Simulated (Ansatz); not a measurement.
## A computed series for GaSb: response to strain

Start from GaSb in the zinc blende structure (space group F-43m, No. 216; a = 6.1324 Å).

Strains are applied to the cell and any free atomic positions relax.

Calculations: r2SCAN (Ansatz, a first-principles code; PAW; 500 eV plane waves; scalar-relativistic without spin-orbit coupling).

| variant | band gap | shortest interatomic distance | pressure |
|---|---|---|---|
| base | 0.41 eV | 2.655 Å | 0.01 GPa |
| isotropic strain +0.50 % | 0.30 eV | 2.669 Å | -0.76 GPa |
| isotropic strain +1.00 % | 0.19 eV | 2.682 Å | -1.47 GPa |
| isotropic strain +2.00 % | zero | 2.708 Å | -2.7 GPa |
| isotropic strain +2.50 % | zero | 2.722 Å | -3.3 GPa |
| isotropic strain +3.00 % | zero | 2.735 Å | -3.8 GPa |

With Sb present, leaving out spin-orbit coupling can change the band edges. Stability against distortions was not tested. All final runs are without spin polarisation. A zero or small gap of GaSb under isotropic strain +0.50 %, GaSb under isotropic strain +1.00 %, GaSb under isotropic strain +2.00 % and GaSb under isotropic strain +2.50 % can be the functional's error rather than a property of the material.
